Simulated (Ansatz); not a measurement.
System: interstitial Ga in wurtzite GaN (charge state +3). Level of theory: PBE, PAW (plane waves to 420 eV; Ansatz, an electronic-structure program).

Cell of 72 host sites held at the relaxed PBE lattice; one k-point at (0.125, 0.250, 0.250); Fermi-Dirac width 0.01 eV, spin-restricted; finite-size errors left in. Static, classical nuclei. The charge state is imposed; whether it is stable for some Fermi level was not computed. Sites that were not tried may lie lower.

Barriers: single points on a 2×2×2 k-point mesh shifted by half a step along c at the bands' geometries.

Relaxed starting cell (atoms counted from 1):

```yaml
crystal:
  lattice:
    - [9.65543, 0.00000, 0.00000]
    - [-4.82771, 8.36185, 0.00000]
    - [0.00000, 0.00000, 10.48619]
  atoms:
    - { symbol: Ga, position: [0.24059, 0.11932, 0.22903] }
    - { symbol: Ga, position: [0.22391, 0.11171, 0.75222] }
    - { symbol: Ga, position: [0.22289, 0.44587, 0.25025] }
    - { symbol: Ga, position: [0.22394, 0.44796, 0.75429] }
    - { symbol: Ga, position: [0.22292, 0.77656, 0.25003] }
    - { symbol: Ga, position: [0.22382, 0.77562, 0.75400] }
    - { symbol: Ga, position: [0.55452, 0.10913, 0.24897] }
    - { symbol: Ga, position: [0.55466, 0.10941, 0.74722] }
    - { symbol: Ga, position: [0.55437, 0.44512, 0.24891] }
    - { symbol: Ga, position: [0.55471, 0.44469, 0.74730] }
    - { symbol: Ga, position: [0.55358, 0.77662, 0.25010] }
    - { symbol: Ga, position: [0.55157, 0.77559, 0.75416] }
    - { symbol: Ga, position: [0.87898, 0.11973, 0.22858] }
    - { symbol: Ga, position: [0.88785, 0.11169, 0.75227] }
    - { symbol: Ga, position: [0.89049, 0.44505, 0.24895] }
    - { symbol: Ga, position: [0.88995, 0.44472, 0.74727] }
    - { symbol: Ga, position: [0.87970, 0.75900, 0.22940] }
    - { symbol: Ga, position: [0.88765, 0.77542, 0.75219] }
    - { symbol: Ga, position: [0.12096, 0.24283, 0.51477] }
    - { symbol: Ga, position: [0.11148, 0.22357, 0.99579] }
    - { symbol: Ga, position: [0.11153, 0.55654, 0.50161] }
    - { symbol: Ga, position: [0.11035, 0.55580, 0.00025] }
    - { symbol: Ga, position: [0.12067, 0.87973, 0.51429] }
    - { symbol: Ga, position: [0.11136, 0.88874, 0.99562] }
    - { symbol: Ga, position: [0.44848, 0.22502, 0.49946] }
    - { symbol: Ga, position: [0.44861, 0.22494, 0.99278] }
    - { symbol: Ga, position: [0.44401, 0.55660, 0.50173] }
    - { symbol: Ga, position: [0.44459, 0.55578, 0.00025] }
    - { symbol: Ga, position: [0.44392, 0.88898, 0.50144] }
    - { symbol: Ga, position: [0.44451, 0.88997, 0.00026] }
    - { symbol: Ga, position: [0.77561, 0.22491, 0.49957] }
    - { symbol: Ga, position: [0.77544, 0.22493, 0.99269] }
    - { symbol: Ga, position: [0.77543, 0.55190, 0.49934] }
    - { symbol: Ga, position: [0.77538, 0.55168, 0.99291] }
    - { symbol: Ga, position: [0.75786, 0.87980, 0.51454] }
    - { symbol: Ga, position: [0.77664, 0.88873, 0.99564] }
    - { symbol: N, position: [0.21381, 0.10720, 0.43654] }
    - { symbol: N, position: [0.22310, 0.11210, 0.94001] }
    - { symbol: N, position: [0.22397, 0.44873, 0.43802] }
    - { symbol: N, position: [0.22252, 0.44588, 0.94100] }
    - { symbol: N, position: [0.22360, 0.77650, 0.43791] }
    - { symbol: N, position: [0.22246, 0.77771, 0.94068] }
    - { symbol: N, position: [0.55494, 0.11086, 0.43667] }
    - { symbol: N, position: [0.55465, 0.11030, 0.93451] }
    - { symbol: N, position: [0.55476, 0.44563, 0.43654] }
    - { symbol: N, position: [0.55473, 0.44559, 0.93458] }
    - { symbol: N, position: [0.55176, 0.77645, 0.43793] }
    - { symbol: N, position: [0.55432, 0.77769, 0.94088] }
    - { symbol: N, position: [0.89252, 0.10751, 0.43694] }
    - { symbol: N, position: [0.88819, 0.11210, 0.94016] }
    - { symbol: N, position: [0.88964, 0.44549, 0.43662] }
    - { symbol: N, position: [0.88994, 0.44563, 0.93453] }
    - { symbol: N, position: [0.89303, 0.78692, 0.43607] }
    - { symbol: N, position: [0.88806, 0.77702, 0.93990] }
    - { symbol: N, position: [0.10970, 0.21921, 0.18970] }
    - { symbol: N, position: [0.11184, 0.22359, 0.69533] }
    - { symbol: N, position: [0.11064, 0.55496, 0.18868] }
    - { symbol: N, position: [0.11184, 0.55562, 0.68836] }
    - { symbol: N, position: [0.10985, 0.88923, 0.18868] }
    - { symbol: N, position: [0.11152, 0.88774, 0.69500] }
    - { symbol: N, position: [0.45448, 0.22733, 0.18235] }
    - { symbol: N, position: [0.44291, 0.22116, 0.68536] }
    - { symbol: N, position: [0.44424, 0.55507, 0.18869] }
    - { symbol: N, position: [0.44373, 0.55566, 0.68847] }
    - { symbol: N, position: [0.44440, 0.88885, 0.18869] }
    - { symbol: N, position: [0.44368, 0.88748, 0.68824] }
    - { symbol: N, position: [0.77267, 0.22709, 0.18227] }
    - { symbol: N, position: [0.77823, 0.22109, 0.68545] }
    - { symbol: N, position: [0.77218, 0.54478, 0.18247] }
    - { symbol: N, position: [0.77817, 0.55641, 0.68531] }
    - { symbol: N, position: [0.77965, 0.88934, 0.18910] }
    - { symbol: N, position: [0.77595, 0.88764, 0.69518] }
    - { symbol: Ga, position: [0.99990, 0.00154, 0.36280] }
```
Cell charge +3.

End state 1 differs by these moves (Å; atoms that move under 0.08 Å are left out):

```json
[
 {"atom": "1", "element": "Ga", "Δx": "-0.15", "Δy": "1.81", "Δz": "1.41"},
 {"atom": "3", "element": "Ga", "Δx": "-0.14", "Δy": "0.05", "Δz": "-0.23"},
 {"atom": "9", "element": "Ga", "Δx": "0.15", "Δy": "0.06", "Δz": "-0.21"},
 {"atom": "13", "element": "Ga", "Δx": "0.12", "Δy": "-0.09", "Δz": "0.23"},
 {"atom": "17", "element": "Ga", "Δx": "-0.02", "Δy": "0.16", "Δz": "0.20"},
 {"atom": "19", "element": "Ga", "Δx": "-0.14", "Δy": "-0.25", "Δz": "0.00"},
 {"atom": "22", "element": "Ga", "Δx": "-0.03", "Δy": "0.02", "Δz": "-0.08"},
 {"atom": "23", "element": "Ga", "Δx": "-0.14", "Δy": "0.05", "Δz": "-0.16"},
 {"atom": "25", "element": "Ga", "Δx": "0.11", "Δy": "-0.10", "Δz": "0.15"},
 {"atom": "27", "element": "Ga", "Δx": "0.01", "Δy": "0.16", "Δz": "0.14"},
 {"atom": "32", "element": "Ga", "Δx": "0.03", "Δy": "-0.02", "Δz": "0.08"},
 {"atom": "35", "element": "Ga", "Δx": "0.14", "Δy": "0.08", "Δz": "-0.13"},
 {"atom": "37", "element": "N", "Δx": "0.06", "Δy": "0.11", "Δz": "-0.01"},
 {"atom": "39", "element": "N", "Δx": "0.06", "Δy": "-0.07", "Δz": "-0.01"},
 {"atom": "49", "element": "N", "Δx": "-0.08", "Δy": "0.02", "Δz": "0.01"},
 {"atom": "57", "element": "N", "Δx": "-0.07", "Δy": "0.04", "Δz": "-0.07"},
 {"atom": "59", "element": "N", "Δx": "0.01", "Δy": "-0.10", "Δz": "-0.06"},
 {"atom": "60", "element": "N", "Δx": "-0.01", "Δy": "0.01", "Δz": "-0.10"},
 {"atom": "61", "element": "N", "Δx": "-0.08", "Δy": "-0.04", "Δz": "0.07"},
 {"atom": "62", "element": "N", "Δx": "0.02", "Δy": "0.00", "Δz": "0.10"},
 {"atom": "67", "element": "N", "Δx": "0.07", "Δy": "-0.05", "Δz": "0.07"},
 {"atom": "69", "element": "N", "Δx": "0.07", "Δy": "0.13", "Δz": "0.00"},
 {"atom": "73", "element": "Ga", "Δx": "1.62", "Δy": "0.76", "Δz": "-1.40"}
]
```

**Question.** What forward and backward barriers to end state 1 does PBE, PAW give?

**Answer.** forward 1.48 eV, backward 1.48 eV; at the saddle point atom 1 has neighbours Ga at 2.31, Ga at 2.37; N at 1.85, N at 1.99, N at 2.02 Å. The saddle point's order was not checked, and it lies on a symmetry element of the cell, where a band can be held.

End state 2 differs by these moves (Å; atoms that move under 0.08 Å are left out):

```tsv
atom	element	Δx	Δy	Δz
1	Ga	-0.13	-0.06	0.16
2	Ga	0.13	0.08	0.12
3	Ga	0.00	0.02	-0.09
5	Ga	0.02	-0.01	-0.09
11	Ga	-0.02	-0.01	-0.09
13	Ga	0.13	-0.07	0.17
14	Ga	-0.13	0.08	0.11
17	Ga	0.00	0.15	0.16
18	Ga	0.00	-0.15	0.12
19	Ga	0.00	-0.01	-0.38
23	Ga	0.00	0.01	-0.39
26	Ga	0.00	0.00	0.11
32	Ga	0.01	0.00	0.10
34	Ga	0.00	0.01	0.11
35	Ga	0.01	0.01	-0.39
39	N	0.00	0.06	-0.07
41	N	0.05	-0.03	-0.07
47	N	-0.05	-0.03	-0.07
56	N	0.00	-0.08	-0.11
60	N	-0.07	0.04	-0.10
61	N	-0.07	-0.04	0.08
67	N	0.06	-0.04	0.07
69	N	0.00	0.08	0.08
72	N	0.07	0.05	-0.10
73	Ga	0.02	-0.02	2.61
```

**Question.** Predict the forward and backward barriers to end state 2 from PBE, PAW.

**Answer.** forward 1.44 eV, backward 1.44 eV; at the saddle point atom 73 has neighbours 3 Ga at 2.27; 2 N at 1.94, N at 1.94 Å. The saddle point's order was not checked, and it lies on a symmetry element of the cell, where a band can be held.
